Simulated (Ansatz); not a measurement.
The starting structures come from a database of crystals and need not be the phases stable at ambient conditions.

 Where the default PAW files enter, the runs use the earlier of Ansatz's two default sets.

Input:

```
CELL_PARAMETERS angstrom
      5.18350     0.00000     0.00000
     -2.59175     4.48905     0.00000
      0.00000     0.00000     5.72898
ATOMIC_POSITIONS crystal
  Mg 0.00000 0.00000 0.00000
  Al 0.33333 0.66667 0.69430
  Al 0.66667 0.33333 0.30570
  H  0.83340 0.66680 0.19821
  H  0.16660 0.33320 0.80179
  H  0.33320 0.16660 0.19821
  H  0.66680 0.83340 0.80179
  H  0.83340 0.16660 0.19821
  H  0.16660 0.83340 0.80179
  H  0.33333 0.66667 0.41418
  H  0.66667 0.33333 0.58582
```

Space group of this cell: P-3m1. The cell was relaxed by PBE-D3(BJ); by PBEsol its mean pressure is 0.6 GPa.

Transport runs along the normal of the first two printed cell vectors, the (001) plane of the conventional cell.

The gap is the functional's own, uncorrected, and κ follows it; spin-orbit coupling is left out. Mid-gap values are interpolated between the computed energies.

**Question.** Compute, with PBEsol (Ansatz, a quantum-chemistry and plane-wave program), the band gap and the smallest decay constant κ at mid-gap.

**Answer.** Gap 4.29 eV on a 12×12×6 mesh; κ = 0.419 1/Å, at (0.333, 0.333) of the in-plane reciprocal vectors. At the zone centre, at the nearest computed energy, the slowest state has κ = 0.49 1/Å.
